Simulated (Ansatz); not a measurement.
The reference is ZrSe2 in the CdI2 type structure (space group P-3m1, No. 164; a = 3.735 Å, c = 6.032 Å; layered, stacked along the Cartesian z axis). Axes: x lies along a and z along c of the hexagonal cell.

Computed with PBE-D3(BJ) in Ansatz (plane waves to 420 eV, PAW, scalar-relativistic without spin-orbit coupling).

For the base:

| Item | Result |
|---|---|
| Pressure | 0.0 GPa |
| Band gap | zero |

One thing is altered: the cell is compressed by 2.00 % along z with no lateral relaxation, atoms relaxed at fixed cell.

Problem. How does this affect the energy relative to the base?

Solution. The energy grows by 1.7 meV/atom.

Problem. Estimate the effect on the largest internal atomic displacement.

Solution. The largest internal atomic displacement comes out as 0.026 Å.

Problem. Estimate the effect on the pressure.

Solution. The pressure (mean of the normal stresses, compression positive) goes from zero to 0.5 GPa.

Problem. What does the calculation give for the band gap after the change?

Solution. The band gap is still zero.

The cells carry an imposed strain or load. Stability against distortions was not tested. All final runs are without spin polarisation. Gaps under 0.05 eV, about the width of the smearing, are given as zero. A zero or small gap of ZrSe2 can be the functional's error rather than a property of the material.

Ansatz is a first-principles code.
